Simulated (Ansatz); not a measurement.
Base system: Ga$_{2}$O$_{3}$ in the corundum structure (space group R-3c, No. 167).

```xyz
10
Lattice="2.5288 1.4600 4.5410 -2.5288 1.4600 4.5410 0.0000 -2.9201 4.5410" Properties=species:S:1:pos:R:3 pbc="T T T"
Ga     0.0000     0.0000     8.7753
Ga     0.0000     0.0000     1.9638
Ga     0.0000     0.0000     4.8477
Ga     0.0000     0.0000    11.6592
O      0.7666     1.5923     5.6763
O     -1.7623    -0.1323     5.6763
O     -0.7666    -1.5923     7.9468
O     -0.9957     1.4600     7.9468
O      1.7623     0.1323     7.9468
O      0.9957    -1.4600     5.6763
```

Cartesian axes are those of the cell as printed.

Calculations: DFT with PBE, PAW potentials and a 420 eV plane-wave cutoff in Ansatz (an electronic-structure program), spin-orbit coupling left out.

The change: uniaxial strain ε_zz = −1.50 %, all other strain components held at zero; the atoms relax in the strained cell.

Q: Predict the stress tensor and what it implies for the stiffness.

A: Stress of the strained cell less that of the base (GPa, compression positive):
```
   1.81    0.00    0.00
   0.00    1.81    0.00
   0.00    0.00    4.96
```

Then −Δσ_ii/ε with ε = -0.0150 gives secant stiffness values (nonlinear terms included at this strain): C33 ≈ 331 GPa, C13 ≈ 121 GPa and C23 ≈ 121 GPa.

No phonon test of stability was made.
